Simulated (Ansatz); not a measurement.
Base system: MgTe in the wurtzite structure (space group P6_3mc, No. 186; a = 4.609 Å, c = 7.500 Å). Axes: x lies along a and z along c of the hexagonal cell.

Level of theory: PBE (Ansatz, a quantum-chemistry and plane-wave program), no spin-orbit coupling.

Before the change:

```
Property      Value
--------  ---------
Pressure  -0.01 GPa
```

Modification: the cell is stretched by 3.00 % along z with no lateral relaxation, atoms relaxed at fixed cell.

### Question
Estimate the effect on the pressure and largest internal atomic displacement.

### Answer
The pressure (mean of the normal stresses, compression positive) falls by 0.95 GPa, from -0.01 GPa to -0.96 GPa; the largest internal atomic displacement is 0.019 Å.

The cells carry an imposed strain or load. No phonon test of stability was made.
